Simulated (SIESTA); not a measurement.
A self-consistent single point of CaF (P6_3mc, 4 atoms in the cell) with SIESTA.

Computed with GGA PBEsol, numerical atomic orbitals DZP, PseudoDojo PBEsol standard norm-conserving potentials (rewritten from UPF to PSML) run with SIESTA.

The change in words: lattice scaled by 0.98. Reference geometry:
```xyz
4
Lattice="3.9532 0.0000 0.0000 -1.9766 3.4236 0.0000 0.0000 0.0000 6.4364" Properties=species:S:1:pos:R:3 pbc="T T T"
Ca     0.0000     2.2824     6.4356
Ca     1.9766     1.1412     3.2174
F      0.0000     2.2824     2.4144
F      1.9766     1.1412     5.6326
```

Reference input (self-consistent single point, DFT, GGA PBEsol, numerical atomic orbitals DZP, PseudoDojo PBEsol standard norm-conserving potentials (rewritten from UPF to PSML)): XC.functional = GGA; XC.authors = PBEsol; potentials = PseudoDojo PBEsol standard; PAO.BasisSize = DZP; PAO.EnergyShift = 0.01 Ry; MeshCutoff = 400 Ry; kgrid.MonkhorstPack = 13 13 7; OccupationFunction = MP; OccupationMPOrder = 0; ElectronicTemperature = 0.136 eV; MaxSCFIterations = 150; SCF.Mixer.Method = Broyden. This run's input differs from it in these lines:

```diff
@@ -12,5 +12,5 @@
 %block LatticeVectors
-     3.953220000    0.000000000    0.000000000
-    -1.976610000    3.423589000    0.000000000
-     0.000000000    0.000000000    6.436370000
+     3.874156000    0.000000000    0.000000000
+    -1.937078000    3.355117000    0.000000000
+     0.000000000    0.000000000    6.307643000
 %endblock LatticeVectors
```

Output, abridged:

```
        iscf     Eharris(eV)        E_KS(eV)     FreeEng(eV)     dDmax    Ef(eV) dHmax(eV)
   scf:    1    -3434.411056    -3439.422809    -3439.437412  0.691623 -2.684138  5.590947
   scf:    2    -3440.308574    -3439.885558    -3439.900169  0.046401 -2.637169  4.172516
   scf:    3    -3440.665683    -3440.497218    -3440.511825  0.175397 -2.463082  0.869211
   scf:    4    -3440.514345    -3440.511569    -3440.526136  0.033588 -2.488783  0.726627
   scf:    5    -3440.538438    -3440.526639    -3440.541138  0.024341 -2.471420  0.057033
   scf:    6    -3440.525963    -3440.526347    -3440.540849  0.002853 -2.473035  0.113245
   scf:    7    -3440.526711    -3440.526541    -3440.541062  0.004146 -2.469338  0.073426
   scf:    8    -3440.526750    -3440.526698    -3440.541231  0.004582 -2.465379  0.000994
   scf:    9    -3440.526697    -3440.526698    -3440.541231  0.000095 -2.465295  0.000463
SCF Convergence by DM+H criterion
max |DM_out - DM_in|         :     0.0000946146
max |H_out - H_in|      (eV) :     0.0004625740
SCF cycle converged after 9 iterations

Using DM_out to compute the final energy and forces

siesta: E_KS(eV) =            -3440.5267

siesta: E_KS - E_eggbox =     -3440.5267

siesta: Atomic forces (eV/Ang):
     1    0.000009   -0.000006   -0.106696
     2   -0.000009    0.000006   -0.106696
     3    0.000009   -0.000006    0.106606
     4   -0.000009    0.000006    0.106606
   Tot    0.000000   -0.000000   -0.000181
   Max    0.106696
   Res    0.061575    sqrt( Sum f_i^2 / 3N )
   Max    0.106696    constrained

Stress tensor Voigt[x,y,z,yz,xz,xy] (kbar):      -52.70      -52.69      -52.65        0.00        0.00        0.01
(Free)E + p*V (eV/cell)    -3437.8456
   [... lines left out ...]
siesta: FreeEng =     -3440.541231
siesta: Cell volume =         81.988300 Ang**3
siesta:          52.67732492         53.77102391  kBar
   [... lines left out ...]
              0.001   0.001   0.002   0.001   0.001
   4  7.460   1.916  -0.032   2.103   2.100   2.103  -0.245  -0.247  -0.245
              0.001   0.001   0.002   0.001   0.001

mulliken: Qtot =       34.000

Mulliken Atomic Populations:
Atom #   charge [q] valence [e]  Species
     1     0.460376    9.539624  Ca
     2     0.460376    9.539624  Ca
     3    -0.460376    7.460376  F
     4    -0.460376    7.460376  F
 Total     0.000000
```

The run converged in 9 iterations. Against the reference run the free energy rises by 25.6 meV/atom, the pressure goes from 1.37 to 5.27 GPa and the largest force goes from 0.084 to 0.107 eV/Å.

The starting cell comes from a database of computed structures (which also holds hypothetical and non-ambient phases and stackings), without a prior relaxation at this level. For this run, on top of that: lattice scaled by 0.98. Values carry the incompleteness of an atom-centred basis. With a pressure of about 5 GPa the cell is away from its equilibrium volume at this level. The run gives no clean gap (levels at the Fermi energy touch, overlap or are partly filled at this smearing), which alone does not show that the compound is a metal.
